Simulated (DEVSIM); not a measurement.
Device: Mo/SiO2/n-Ge capacitor, at 300 K.

| layer (left to right) | material | thickness (nm) | Nd (cm⁻³) |
|---|---|---|---|
| 1 | SiO2 | 37.0 | - |
| 2 | Ge | 410 | 2.1e18 |

Metal gate on the left, work function 4.6 eV. Fixed charge at the semiconductor interface -9.4e10 cm⁻² (in units of +e); no interface traps.

The device is made up for the run: typed textbook-type constants, with dimensions and the other settings drawn at random. Values at 300 K; Nc and Nv go as T^1.5, mobilities as T to minus their exponent, the gap by Varshni's rule with the affinity fixed.

```tsv
parameter	SiO2	Ge
gap (eV)	9	0.664
affinity (eV)	0.9	4
permittivity	3.9	16
Nc (cm⁻³)	-	1.04e19
Nv (cm⁻³)	-	6e18
Varshni α (eV/K)	-	0.000477
Varshni β (K)	-	235
```

DEVSIM, 1D Poisson equation in equilibrium, Boltzmann statistics, complete ionisation; no quantum confinement or tunnelling. Metal contacts follow the ideal Schottky-Mott rule: no Fermi-level pinning, no interface dipoles.

Base results: flat-band voltage (V) 0.72; capacitance of the dielectric stack (μF/cm²) 0.0933; minimum of the low-frequency capacitance (μF/cm²) 0.0827.

Q: What follows from this one change: interface trap density 0 → 1e+11 cm^-2 eV^-1?

A: flat-band voltage 0.72 → 0.77 V; capacitance of the dielectric stack little changed (0.0933 μF/cm²); minimum of the low-frequency capacitance little changed (0.0829 μF/cm²).

Q: What follows from this one change: temperature 300 → 400 K?

A: flat-band voltage 0.72 → 0.69 V; capacitance of the dielectric stack little changed (0.0933 μF/cm²); minimum of the low-frequency capacitance little changed (0.0841 μF/cm²).

Q: What follows from this one change: SiO2 thickness 0.037 → 0.044 μm?

A: flat-band voltage 0.72 → 0.75 V; capacitance of the dielectric stack 0.0933 → 0.0785 μF/cm²; minimum of the low-frequency capacitance 0.0827 → 0.0709 μF/cm².

Q: What follows from this one change: gate work function 4.6 → 4.9 eV?

A: flat-band voltage 0.72 → 1.02 V; capacitance of the dielectric stack little changed (0.0933 μF/cm²); minimum of the low-frequency capacitance little changed (0.0828 μF/cm²).

Q: What follows from this one change: fixed charge -9.4e+10 → -9.04e+11 cm^-2?

A: flat-band voltage 0.72 → 2.11 V; capacitance of the dielectric stack little changed (0.0933 μF/cm²); minimum of the low-frequency capacitance little changed (0.0827 μF/cm²).
